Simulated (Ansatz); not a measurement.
**A computed series for SiC: response to strain**

Base system: SiC in the zinc blende structure (space group F-43m, No. 216; a = 4.380 Å).

Strains are applied to the cell and any free atomic positions relax.

The values are results of plane-wave PAW DFT at the PBE level (Ansatz, a quantum-chemistry and plane-wave program, 420 eV), no spin-orbit coupling, earlier PAW set, not measurements.

```tsv
isotropic strain (%)	band gap (eV)
-5.19	1.21
-0.29	?
0	1.37
0.54	1.39
0.55	1.39
0.57	1.39
0.62	1.39
```

Question: Fit E_g = E₀ + Dε (ε in %) to the rows shown and predict the withheld row.

Answer: Least squares on the printed values gives E₀ = 1.37 eV, D = 31.2 meV per % of strain (largest residual 0.00 eV); this predicts 1.36 eV, and the run gives 1.37 eV, in agreement.

Stability against distortions was not tested.
